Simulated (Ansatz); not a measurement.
The starting structures come from a database of crystals and need not be the phases stable at ambient conditions.

 Where the default PAW files enter, the runs use the earlier of Ansatz's two default sets.

```yaml
crystal:
  lattice:
    - [3.30779, 0.00000, 0.00000]
    - [-1.65390, 2.86463, 0.00000]
    - [0.00000, 0.00000, 4.98288]
  atoms:
    - { symbol: Mg, position: [0.33333, 0.66667, 0.00216] }
    - { symbol: Mg, position: [0.66667, 0.33333, 0.50216] }
    - { symbol: O, position: [0.33333, 0.66667, 0.40244] }
    - { symbol: O, position: [0.66667, 0.33333, 0.90244] }
```

Space group of this cell: P6_3mc, wurtzite. The cell is taken as given.

The current runs along the normal of the first two printed vectors, the (001) plane. All runs by Ansatz (a first-principles code), plane waves and PAW, without spin-orbit coupling; the base is r2SCAN.

| run | mean pressure (GPa) | gap (eV) | mid-gap κ (1/Å) |
|---|---|---|---|
| base | -0.3 | 4.15 | 0.316 |
| all lengths scaled by 0.98 | 8.3 | 4.51 | 0.333 |
| all lengths scaled by 1.02 | -6.9 | 3.82 | 0.300 |
| lda in place of r2scan | -4.2 | ___ | ___ |
| lengths across the current scaled by 0.98, ions clamped | 5.6 | 4.42 | 0.326 |
| lengths across the current scaled by 1.02, ions clamped | -5.1 | ___ | ___ |
| lengths along the current scaled by 0.97, ions clamped | 3.5 | 4.28 | 0.327 |
| lengths along the current scaled by 1.03, ions clamped | -3.3 | 4.03 | 0.306 |
| pbesol in place of r2scan | 0.4 | ___ | ___ |

Question: Some entries are withheld; supply them.

Answer: 
- lda in place of r2scan, gap (eV): 3.36
- lda in place of r2scan, mid-gap κ (1/Å): 0.273
- lengths across the current scaled by 1.02, ions clamped, gap (eV): 3.90
- lengths across the current scaled by 1.02, ions clamped, mid-gap κ (1/Å): 0.307
- pbesol in place of r2scan, gap (eV): 3.35
- pbesol in place of r2scan, mid-gap κ (1/Å): 0.272
